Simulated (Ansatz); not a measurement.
**Response to strain in TiSi2**

Consider TiSi₂ (space group Fddd, No. 70; a = 4.780 Å, b = 8.232 Å, c = 8.522 Å). Axes: x, y, z lie along a, b, c of the conventional cell.

Strains are applied to the cell and any free atomic positions relax; under biaxial strain the out-of-plane vector relaxes too.

All numbers come from r2SCAN (Ansatz, a quantum-chemistry and plane-wave program, PAW, no spin-orbit coupling), earlier PAW set.

Notes on the quantities. pressure: mean of the normal stresses, compression positive; energy relative to the base: free energy F.

| variant | pressure | energy relative to the base | volume per atom |
|---|---|---|---|
| base | 0.0 GPa | 0 meV/atom | 13.97 Å³ |
| biaxial strain −4.81 %, plane normal [001], relaxed out of plane | 14.5 GPa | +81 meV/atom | 12.83 Å³ |
| biaxial strain +2.23 %, plane normal [001], relaxed out of plane | -4.4 GPa | +13 meV/atom | 14.52 Å³ |
| biaxial strain +3.56 %, plane normal [001], relaxed out of plane | -6.5 GPa | +33 meV/atom | 14.85 Å³ |
| biaxial strain +4.91 %, plane normal [001], relaxed out of plane | -8.3 GPa | +60 meV/atom | 15.18 Å³ |
| isotropic strain +0.86 % | -3.7 GPa | +4.3 meV/atom | 14.34 Å³ |
| isotropic strain +2.66 % | -10.0 GPa | +38 meV/atom | 15.12 Å³ |
| uniaxial strain ε_zz = +0.80 % | -1.4 GPa | +1.1 meV/atom | 14.09 Å³ |
| tensor shear ε_yz = −0.28 % | 0.0 GPa | +0.1 meV/atom | 13.97 Å³ |

Without a gap, meshes like the base's 13×13×13 leave anisotropic stresses uncertain by several tenths of a GPa, and small strain energies with them. Whether these cells are dynamically stable was not tested. The final runs are not spin-polarised.
